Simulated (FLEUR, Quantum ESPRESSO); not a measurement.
A Quantum ESPRESSO input for a self-consistent single point of Ba (Im-3m, 1 atom in the cell) (DFT, PBE, plane waves, PSlibrary ultrasoft (PBE) pseudopotentials):

```fortran
&control
  calculation = 'scf'
  prefix = 'run'
  outdir = './out'
  pseudo_dir = './'
  tprnfor = .true.
  tstress = .true.
/
&system
  ibrav = 3
  A = 5.119898000
  nat = 1
  ntyp = 1
  ecutwfc = 45
  ecutrho = 270
  occupations = 'smearing'
  smearing = 'fermi-dirac'
  degauss = 0.0036749
/
&electrons
  conv_thr = 1.0d-9
  mixing_beta = 0.4
/
ATOMIC_SPECIES
Ba   137.3270  Ba.pbe-spn-rrkjus_psl.1.0.0.UPF
ATOMIC_POSITIONS angstrom
Ba    0.000000000    0.000000000    0.000000000
K_POINTS automatic
12 12 12  0 0 0
```

Translate this input to FLEUR.

This is the input that was run; spellings and numerical settings could be chosen otherwise.

Input of the input generator:

```
Ba
&input film=f /
-0.5773502692 0.5773502692 0.5773502692
0.5773502692 -0.5773502692 0.5773502692
0.5773502692 0.5773502692 -0.5773502692
8.3789733220
1.0 1.0 1.0

1
56 0.0000000000 0.0000000000 0.0000000000

&comp jspins=1 /
&kpt div1=12 div2=12 div3=12 gamma=t /
&end /
```

```xml
<?xml version="1.0" encoding="UTF-8" standalone="no"?>
<fleurInput fleurInputVersion="0.39">
   <comment>
      Ba                                                                                                  
   </comment>
   <calculationSetup>
      <cutoffs Kmax="3.8" Gmax="15.2" GmaxXC="15.2" numbands="0"/>
      <scfLoop itmax="100" minDistance="0.00001" maxIterBroyd="25" imix="Anderson" alpha="0.05" precondParam="0.0" spinf="2.0"/>
      <coreElectrons ctail="T" frcor="F" kcrel="0" coretail_lmax="0"/>
      <xcFunctional name="pbe" relativisticCorrections="F"/>
      <magnetism jspins="1"/>
      <soc l_soc="F" theta="0.0" phi="0.0" spav="F"/>
      <expertModes spex="0" secvar="F"/>
      <geometryOptimization l_f="T" forcealpha="1.0" forcemix="BFGS" epsdisp="0.00001" epsforce="0.00001"/>
      <ldaU l_linMix="F" mixParam="0.05" spinf="1.0"/>
   </calculationSetup>
   <cell>
      <bzIntegration valenceElectrons="10.0" mode="hist" fermiSmearingEnergy="0.00183747">
         <kPointListSelection listName="default-1"/>
         <!-- k-points included here -->
         <xi:include xmlns:xi="http://www.w3.org/2001/XInclude" href="kpts.xml"> </xi:include>
      </bzIntegration>
      <!-- symmetry operations included here -->
      <xi:include xmlns:xi="http://www.w3.org/2001/XInclude" href="sym.xml"> </xi:include>
      <bulkLattice scale="1.0">
         <bravaisMatrix>
            <row-1>   -4.8376025030763179     4.8376025030763179     4.8376025030763179</row-1>
            <row-2>    4.8376025030763179    -4.8376025030763179     4.8376025030763179</row-2>
            <row-3>    4.8376025030763179     4.8376025030763179    -4.8376025030763179</row-3>
         </bravaisMatrix>
      </bulkLattice>
   </cell>
   <atomSpecies>
      <species name="Barium (Ba)" element="Ba" atomicNumber="56">
         <mtSphere radius="2.63" gridPoints="925" logIncrement="0.014"/>
         <atomicCutoffs lmax="10" lnonsphr="8"/>
         <electronConfig flipSpins="F">
            <coreConfig>(1s1/2) (2s1/2) (2p1/2) (2p3/2) (3s1/2) (3p1/2) (3p3/2) (4s1/2) (3d3/2) (3d5/2) (4p1/2) (4p3/2) (4d3/2) (4d5/2)</coreConfig>
            <valenceConfig>(5s1/2) (5p1/2) (5p3/2) (6s1/2)</valenceConfig>
         </electronConfig>
         <energyParameters s="6" p="6" d="5" f="4"/>
         <lo type="SCLO" l="0" n="5" eDeriv="0"/>
         <lo type="SCLO" l="1" n="5" eDeriv="0"/>
      </species>
   </atomSpecies>
   <atomGroups>
      <atomGroup species="Barium (Ba)">
         <relPos label="                   1">.0000000000 .0000000000 .0000000000</relPos>
         <force calculate="T" relaxXYZ="TTT"/>
      </atomGroup>
   </atomGroups>
   <output dos="F" band="F" slice="F">
      <checks vchk="F" cdinf="F"/>
      <bandDOS minEnergy="-.5*Htr" maxEnergy="0.5*Htr" sigma="0.015" storeEVData="T"/>
      <vacuumDOS vacdos="F" integ="F" star="F" nstars="0" locx1="0.0" locy1="0.0" locx2="0.0" locy2="0.0" nstm="0" tworkf="0.0"/>
      <unfoldingBand unfoldBand="F" supercellX="1" supercellY="1" supercellZ="1"/>
      <plotting iplot="0" polar="F">
         <plot TwoD="T" vec1="  1.0  0.0  0.0" vec2="  0.0  1.0  0.0" vec3="  0.0  0.0  1.0" zero="  0.0  0.0  0.0" file="plot"/>
      </plotting>
      <chargeDensitySlicing numkpt="0" minEigenval="0.0" maxEigenval="0.0" nnne="0" pallst="F"/>
      <specialOutput eonly="F"/>
      <magneticCircularDichroism mcd="F" energyLo="-10.0" energyUp="0.0"/>
   </output>
  <!-- We include the file relax.xml here to enable relaxations (see documentation) -->
  <xi:include xmlns:xi="http://www.w3.org/2001/XInclude" href="relax.xml"> <xi:fallback/> </xi:include>
</fleurInput>
```

Basis settings and potentials, where a program has them, do not carry over. This input uses DFT, PBE, all-electron FLAPW (FLEUR), scalar-relativistic valence.

The starting cell has typed, rounded lattice constants, without a prior relaxation at this level. Its lattice was rescaled by a random factor within 2.5 % of one.
